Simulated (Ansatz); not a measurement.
**A computed series for C: response to strain**

Start from C in the diamond structure (space group Fd-3m, No. 227; a = 3.554 Å). Axes: x, y, z lie along the cube axes.

Strains are applied to the cell and any free atomic positions relax; under biaxial strain the out-of-plane vector relaxes too; under stress the whole cell relaxes.

The values are results of Ansatz (a quantum-chemistry and plane-wave program) PBEsol, no spin-orbit coupling, earlier PAW set, not measurements.

Notes on the quantities. energy relative to the base: free energy F; pressure: mean of the normal stresses, compression positive.

```json
[
 {"variant": "base", "smallest direct gap": "5.57 eV", "energy relative to the base": "0 meV/atom", "volume per atom": "5.61 Å³", "gap character": "indirect, Γ → Γ–X (75 % along)", "pressure": "0.00 GPa"},
 {"variant": "biaxial strain −1.20 %, plane normal [001], relaxed out of plane", "smallest direct gap": "5.49 eV", "energy relative to the base": "+6.1 meV/atom", "volume per atom": "5.49 Å³", "gap character": "indirect, Γ → Γ–X (75 % along)", "pressure": "9.82 GPa"},
 {"variant": "biaxial strain −1.12 %, plane normal [110], relaxed out of plane", "smallest direct gap": "5.41 eV", "energy relative to the base": "+5.6 meV/atom", "volume per atom": "5.49 Å³", "gap character": "indirect, Γ → Γ–X (75 % along)", "pressure": "9.77 GPa"},
 {"variant": "biaxial strain −4.85 %, plane normal [111], relaxed out of plane", "smallest direct gap": "4.46 eV", "energy relative to the base": "+118 meV/atom", "volume per atom": "5.11 Å³", "gap character": "indirect, Γ → k = (0, 0.438, -0.438) in the run's primitive reciprocal basis", "pressure": "51.28 GPa"},
 {"variant": "isotropic strain +0.23 %", "smallest direct gap": "5.55 eV", "energy relative to the base": "+0.4 meV/atom", "volume per atom": "5.65 Å³", "gap character": "indirect, Γ → Γ–X (75 % along)", "pressure": "-3.06 GPa"},
 {"variant": "isotropic strain +0.33 %", "smallest direct gap": "5.54 eV", "energy relative to the base": "+0.8 meV/atom", "volume per atom": "5.67 Å³", "gap character": "indirect, Γ → Γ–X (75 % along)", "pressure": "?"},
 {"variant": "uniaxial strain ε_yy = +5.58 %", "smallest direct gap": "4.95 eV", "energy relative to the base": "+56 meV/atom", "volume per atom": "5.92 Å³", "gap character": "indirect, Γ → Γ–X (75 % along)", "pressure": "-21.99 GPa"},
 {"variant": "tensor shear ε_xy = +1.01 %", "smallest direct gap": "5.25 eV", "energy relative to the base": "?", "volume per atom": "5.61 Å³", "gap character": "indirect, Γ → Γ–X (75 % along)", "pressure": "0.19 GPa"},
 {"variant": "uniaxial stress, 8 GPa tension along x", "smallest direct gap": "5.48 eV", "energy relative to the base": "+1.1 meV/atom", "volume per atom": "5.64 Å³", "gap character": "indirect, Γ → Γ–X (75 % along)", "pressure": "–"},
 {"variant": "uniaxial stress, 8 GPa compression along x", "smallest direct gap": "5.43 eV", "energy relative to the base": "+1.1 meV/atom", "volume per atom": "5.58 Å³", "gap character": "indirect, Γ → k = (0, 3/8, 3/8) in the run's primitive reciprocal basis", "pressure": "–"}
]
```

Task: What belongs in the blanks?

Result: 
- isotropic strain +0.33 %, pressure: -4.36 GPa
- tensor shear ε_xy = +1.01 %, energy relative to the base: +4.1 meV/atom

Beyond what the load breaks, stability against distortions was not tested. Labels are those of the standard path for the cell's own space group.
